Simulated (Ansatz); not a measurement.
Hypothetical Pm-3n AlN: pressure series

The parent structure is AlN (space group Pm-3n, No. 223; a hypothetical phase, not in the database extracts checked).

```
CELL_PARAMETERS angstrom
      5.34371     0.00000     0.00000
      0.00000     5.34371     0.00000
      0.00000     0.00000     5.34371
ATOMIC_POSITIONS crystal
  Al 0.25000 0.00000 0.50000
  Al 0.50000 0.25000 0.00000
  Al 0.50000 0.75000 0.00000
  Al 0.75000 0.00000 0.50000
  Al 0.00000 0.50000 0.75000
  Al 0.00000 0.50000 0.25000
  N  0.25000 0.50000 0.00000
  N  0.00000 0.25000 0.50000
  N  0.00000 0.75000 0.50000
  N  0.75000 0.50000 0.00000
  N  0.50000 0.00000 0.75000
  N  0.50000 0.00000 0.25000
```

Cell and atoms are relaxed at each pressure.

Level of theory: PBEsol (Ansatz, a first-principles code, PAW, no spin-orbit coupling).

```tsv
pressure (GPa)	band gap (eV)
-2	2.52
0	2.54
0.3	2.55
0.7	2.55
1.5	2.56
3	?
5	2.60
7.5	2.63
10	2.65
```

Question: Fit E_g = E₀ + αP + βP² to the rows shown and predict the withheld row.

Answer: Least squares on the printed values gives E₀ = 2.54 eV, α = 12.1 meV/GPa, β = -0.12 meV/GPa² (largest residual 0.00 eV); this predicts 2.58 eV, and the run gives 2.58 eV, in agreement.

Load acts through the strain it causes; cell and atoms are relaxed under it. Stability against distortions was not tested. Competing high-pressure phases were not computed.
